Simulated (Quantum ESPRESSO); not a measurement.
# Short convergence ladders for Bi (R-3m, 2 atoms in the cell)

```xyz
2
Lattice="4.1450 -2.2636 0.0000 4.1450 2.2636 0.0000 2.9088 0.0000 3.7207" Properties=species:S:1:pos:R:3 pbc="T T T"
Bi     2.6680     0.0000     0.8864
Bi     8.5783     0.0000     2.8501
```

Base method: PBEsol, PseudoDojo standard norm-conserving (PBESOL) pseudopotentials (plane waves; Quantum ESPRESSO).

Base settings: ecutwfc = 70 Ry; occupations = smearing; smearing = gaussian; degauss = 0.0073499 Ry; potentials = {Bi: Bi.upf}; K_POINTS = automatic 5 5 5 0 0 0; conv_thr = 1e-09 Ry; mixing_beta = 0.7.

The count of work is k-points × plane waves × bands × iterations; it is no time. Core times come from one kind of shared machine, to one figure; runs under 30 s give none.

**Shifted k-point meshes**

Only quantities that move along the ladder and can be compared are tabulated.

```csv
K_POINTS,free energy less the last step's (meV/atom),pressure (GPa),largest difference of a force vector from the last step's (eV/Å),count of work / last,core time / last (rough)
automatic 2 2 2 1 1 1,-281.55,-1.25,0.278,0.0041,–
automatic 4 4 4 1 1 1,-19.91,-0.67,0.274,0.024,–
automatic 6 6 6 1 1 1,-14.83,-0.75,0.075,0.086,0.1
automatic 8 8 8 1 1 1,-7.58,-0.63,0.018,0.20,0.3
automatic 10 10 10 1 1 1,-3.14,-0.59,0.013,0.37,0.4
automatic 14 14 14 1 1 1,0.00,-0.57,0.000,1.0,1
```

Coarsest K_POINTS that holds the pressure within 0.05 GPa of the last step, with all finer ones: automatic 10 10 10 1 1 1, at 0.37 of the last step's count of work and about 0.4 of the last step's time; the step before is off by 0.06 GPa.

Coarsest K_POINTS that holds the forces within 0.02 eV/Å: not settled: the last two steps still differ by 0.013 eV/Å, over half the tolerance, so the ladder does not show it.

Coarsest K_POINTS that holds the free energy within 5 meV/atom: not settled: the last two steps still differ by 3.1 meV/atom, over half the tolerance, so the ladder does not show it.

**The SCF threshold**

The mesh stays at the base's, so the ladder's end is converged at best in this setting alone.

Only quantities that move along the ladder and can be compared are tabulated.

```csv
conv_thr,free energy less the last step's (meV/atom),pressure (GPa),largest difference of a force vector from the last step's (eV/Å),count of work / last
0.0073 Ry,4.91,-8.58,0.301,0.091
0.00073 Ry,0.33,-0.18,0.600,0.18
7.3e-05 Ry,0.03,-0.88,0.344,0.27
7.3e-06 Ry,0.01,-0.85,0.003,0.36
7.3e-07 Ry,0.00,-0.81,0.015,0.45
7.3e-09 Ry,0.00,-0.82,0.007,0.55
1e-09 Ry,0.00,-0.82,0.001,0.64
7.3e-12 Ry,0.00,-0.82,0.000,0.91
7.3e-14 Ry,0.00,-0.82,0.000,1.0
```

Coarsest conv_thr that holds the forces within 0.01 eV/Å of the last step, with all finer ones: 7.3e-09 Ry; the step before is off by 0.015 eV/Å.

Coarsest conv_thr that holds the free energy within 1 meV/atom of the last step, with all finer ones: 0.00073 Ry, at 0.18 of the last step's count of work; the step before is off by 4.9 meV/atom.

Coarsest conv_thr that holds the pressure within 0.1 GPa of the last step, with all finer ones: 7.3e-05 Ry, at 0.27 of the last step's count of work; the step before is off by 0.63 GPa.

On the base run: the starting cell has typed, rounded lattice constants, without a prior relaxation at this level. Its lattice was rescaled by up to half a per cent. One atom was moved a little off its site on purpose.
